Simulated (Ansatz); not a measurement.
Base system: AlN in the wurtzite structure (space group P6_3mc, No. 186; a = 3.1302 Å, c = 5.0180 Å).

Level of theory: DFT with PBE, PAW potentials and a 420 eV plane-wave cutoff in Ansatz (a first-principles code), scalar-relativistic without spin-orbit coupling.

Before the change:

The valence-band top at Γ is 0.00, -0.20, -0.20 eV and the width of the top valence band is 2.34 eV. The band gap is 4.03 eV.

The change: the cell is scaled by 1.0300 in all directions, atoms relaxed at fixed cell.

Task: How does this affect the valence-band top at Γ, width of the top valence band and band gap?

Result: The valence-band top at Γ (three highest levels, from the VBM) goes from 0.00, -0.20, -0.20 eV to 0.00, -0.17, -0.17 eV; the width of the top valence band decreases by 0.15 eV, from 2.34 eV to 2.19 eV; the band gap decreases by 0.738 eV (4.03 eV → 3.30 eV).

The cells carry an imposed strain or load. No phonon test of stability was made.
